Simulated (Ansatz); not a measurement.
RbCaH3 (Pm-3m), r2SCAN, rigid bands run with Ansatz (a program for electronic structure). Condition of this run: functional r2SCAN on the same cell. Band gap 3.75 eV, N_c = 2.81e19 cm⁻³ and N_v = 5.30e20 cm⁻³ at 300 K, conductivity masses of 0.519 mₑ (electrons) and 2.13 mₑ (holes). Take k_BT = 0.02585 eV.

Task: A film of it is 2 nm thick. Estimate the confinement energies in an infinite well.

Result: ħ²π²/(2m t²) = 0.376 eV·nm²/(m/mₑ × t²) gives 181 meV for electrons and 44.1 meV for holes, so the gap would widen to about 3.98 eV. Finite barriers and nonparabolic bands lower this, and with several valleys or bands the heaviest mass along the normal sets the lowest level, not this average.

Task: What thermal injection velocity √(2k_BT/πm) limits a ballistic channel?

Result: 7.47e6 cm/s for electrons and 3.69e6 cm/s for holes, a ratio of √(m_h/m_e) = 2.03, for dilute carriers.

Task: Find the intrinsic carrier density and the intrinsic Fermi level.

Result: n_i = √(N_c N_v) exp(−E_g/2k_BT) = 1.22e20 × exp(−72.53) = 3.9e-12 cm⁻³. The level lies (k_BT/2) ln(N_v/N_c) = 38 meV from mid-gap (positive towards the conduction band). Each 0.1 eV added to the gap lowers n_i by a factor of 6.9.

Rigid bands with the computed gap; masses take one relaxation time for all states. Spin-orbit coupling is left out; where it splits the top of the valence band, N_v and the p-type Seebeck coefficient come out somewhat high without it. Geometry: cell and atoms relaxed with PBEsol.

Formula and space group known from diffraction (Crystallography Open Database), not checked to be the room-temperature form: RbCaH3 (Pm-3m).
